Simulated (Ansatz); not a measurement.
The cell is made up: elements placed on another compound's structure type, so the phase may be hypothetical.

Tunnelling through a barrier is set by its complex band structure: the current falls as exp(−2κd) with the smallest κ.

Consider the following.

```
ZnSe
1.0
    4.03197     0.00000     0.00000
    0.00000     9.71948     0.00000
    0.00000     4.85974     4.85974
Zn Se
4 4
Direct
  0.00000   0.67431   0.00000
  0.00000   0.32569   0.00000
  0.50000   0.17431   0.65137
  0.50000   0.82569   0.34863
  0.00000   0.68704   0.62591
  0.00000   0.31296   0.37409
  0.50000   0.81296   0.00000
  0.50000   0.18704   0.00000
```

Space group of this cell: P4_2/mnm. The cell was relaxed by PBE-D3(BJ).

Transport runs along the normal of the first two printed cell vectors.

The gap is the functional's own. No spin-orbit coupling. Mid-gap values are interpolated on the energy grid.

### Question
State the band gap and the smallest decay constant κ at mid-gap according to r2SCAN (Ansatz, a quantum-chemistry and plane-wave program).

### Answer
Gap 2.02 eV on a 8×6×6 mesh; κ = 0.136 1/Å, at the zone centre.
